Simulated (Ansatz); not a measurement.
The starting structures come from a database of crystals and need not be the phases stable at ambient conditions.

Consider the following.

```xyz
4
Lattice="6.8167 0.0000 0.0000 0.0000 7.3118 0.0000 0.0000 3.6559 2.1107" Properties=species:S:1:pos:R:3 pbc="T T T"
Mg     3.4199     6.0932     2.1107
Mg     0.0115     8.5304     2.1107
Se     0.8406     6.0932     2.1107
Se     4.2489     8.5304     2.1107
```

Space group of this cell: P6_3mc, wurtzite. The cell is taken as given.

Transport runs along the normal of the first two printed cell vectors, the (110) plane of the conventional cell.

The gap is the functional's own. No spin-orbit coupling. Mid-gap values are interpolated on the energy grid.

State the band gap and the smallest decay constant κ at mid-gap according to r2SCAN (Ansatz, an electronic-structure program).

Gap 3.36 eV on a 6×14×14 mesh; κ = 0.220 1/Å, at the zone centre.
